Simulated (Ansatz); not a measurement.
Defect: Nb-vacancy pair (Nb on one host Al site, one Al site vacant) in fcc Al, neutral cell. Level of theory: PBE, PAW (plane waves to 420 eV; Ansatz, a program for electronic structure).

32-site cell at the relaxed PBE lattice, a 3×3×3 k-point mesh shifted by half a step, smearing 0.10 eV, spin-restricted, no finite-size correction. Energies are static. Forms of the defect that were not tried may lie lower.

Barriers: single points on a 5×5×5 k-point mesh shifted by half a step at the bands' geometries (they differ from the bands' own by up to 0.10 eV, and are uncertain by about as much).

The step: Nb and the vacancy change places (Nb-vacancy distance between ideal sites 2.86 Å throughout); the atom moves 3.00 Å along (0.00, 0.53, 0.53) of the unit cell; the moving atom starts with neighbours Al at 2.80, 4 Al at 2.82, 6 Al at 2.83 Å and ends with Al at 2.80, 4 Al at 2.82, 6 Al at 2.83 Å.

**Question.** What is the computed migration barrier of this step (PBE, PAW)?

**Answer.** 1.53 eV, the same both ways. At the saddle the moving atom has neighbours 4 Al at 2.67, 2 Al at 3.04, 2 Al at 3.06 Å. The saddle point's order was not checked, and it lies on a symmetry element of the cell, where a band can be held.
